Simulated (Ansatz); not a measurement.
What C on a O site does to TiO2

The reference is a 12-atom supercell of TiO2 in the anatase structure (space group I4_1/amd, No. 141; a = 3.7779 Å, c = 9.5838 Å) at its relaxed geometry.

The change: one O atom is replaced by C, atoms relaxed at fixed cell, starting from a slightly rattled geometry.

All numbers come from r2SCAN, PAW, 500 eV (Ansatz, a quantum-chemistry and plane-wave program; no spin-orbit coupling). Settings: 5×5×5 k-points, 0.01 eV Fermi–Dirac smearing.

```csv
quantity,base,changed,shift
pressure,0.0 GPa,6.6 GPa,+6.6 GPa
largest displacement of a host atom from its site in the perfect cell,–,0.29 Å,–
shift of the substituted atom off its lattice site,–,0.19 Å,–
```

Other magnetic orders, which the real material may have, were not ruled out. The cell is small, so the values are those of an ordered compound at a high defect concentration; dilute-limit values will differ. Spin-polarised in the final run: C on a O site; the other runs are not. The defect cell is spin-polarised and ends with 2.0 μB.
